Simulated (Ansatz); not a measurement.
**MoSi2: Si interstitial (started 1.69 Å from the nearest host atom)**

The reference is an 18-atom supercell of MoSi$_{2}$ (space group I4/mmm, No. 139; a = 3.217 Å, c = 7.873 Å) at its relaxed geometry.

Perturbation: a neutral Si interstitial (started 1.69 Å from the nearest host atom), atoms relaxed at fixed cell, starting from a slightly rattled geometry.

All numbers come from PBE in Ansatz (plane waves to 420 eV, PAW, spin-orbit coupling left out). Settings: 6×6×6 k-points, 0.05 eV Fermi–Dirac smearing.

The pressure goes from zero to 18.6 GPa and the final site of the added atom comes out as 4 Si at 2.17–2.19 Å and 4 Mo at 2.52–2.55 Å.

Final structure:

```yaml
crystal:
  lattice:
    - [-1.60846, 4.82537, 3.93652]
    - [4.82537, -1.60846, 3.93652]
    - [4.82537, 1.60846, -3.93652]
  atoms:
    - { symbol: Mo, position: [0.98858, 0.99986, 0.99106] }
    - { symbol: Mo, position: [0.99094, 0.33113, 0.32334] }
    - { symbol: Mo, position: [0.99401, 0.66435, 0.66256] }
    - { symbol: Mo, position: [0.50136, 0.49859, 0.01010] }
    - { symbol: Mo, position: [0.50566, 0.15021, 0.66916] }
    - { symbol: Mo, position: [0.51235, 0.82013, 0.34649] }
    - { symbol: Si, position: [0.16496, 0.22936, 0.72312] }
    - { symbol: Si, position: [0.16635, 0.66003, 0.15359] }
    - { symbol: Si, position: [0.16155, 0.93803, 0.44044] }
    - { symbol: Si, position: [0.66699, 0.77783, 0.78523] }
    - { symbol: Si, position: [0.67509, 0.43755, 0.44349] }
    - { symbol: Si, position: [0.67275, 0.09994, 0.11097] }
    - { symbol: Si, position: [0.33261, 0.54755, 0.56610] }
    - { symbol: Si, position: [0.33683, 0.87403, 0.89493] }
    - { symbol: Si, position: [0.39761, 0.18764, 0.26780] }
    - { symbol: Si, position: [0.83244, 0.04309, 0.55192] }
    - { symbol: Si, position: [0.82376, 0.71927, 0.22191] }
    - { symbol: Si, position: [0.75969, 0.40462, 0.84783] }
    - { symbol: Si, position: [0.12553, 0.37216, 0.99659] }
```

The cell is small, so the values are those of an ordered compound at a high defect concentration; dilute-limit values will differ. All final runs are without spin polarisation. The defect cell is not spin-polarised.

Ansatz is a program for electronic structure.
